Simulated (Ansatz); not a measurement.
Results of PBE (Ansatz, a program for electronic structure, plane waves, PAW) for L1₂ (Cu3Au-type) Ni3Fe.

Run with plane-wave cutoff 500 eV, 16×16×16 k mesh, Fermi–Dirac smearing 0.1 eV, spin-polarised with parallel moments, scalar-relativistic PAW data made under PBE.

Computed at the level's own relaxed cell.

### Question
Estimate the volume per atom, equilibrium lattice constant a and magnetic moment (largest site, within a sphere) that the calculation returns.

### Answer

volume per atom: 11.14 Å³/atom
equilibrium lattice constant a: 3.545 Å
magnetic moment (largest site, within a sphere): 2.90 μB

Measured, for comparison: lattice constant a 3.545 Å (temperature not stated, copied from a table, unchecked, no zero-point or thermal correction; as tabulated in Mineralogical Magazine 44, 225 (1981)). Computed (rounded) less measured: lattice constant a not scored (unchecked).

Moments are spin moments.

Static lattice: no zero-point or thermal effects.
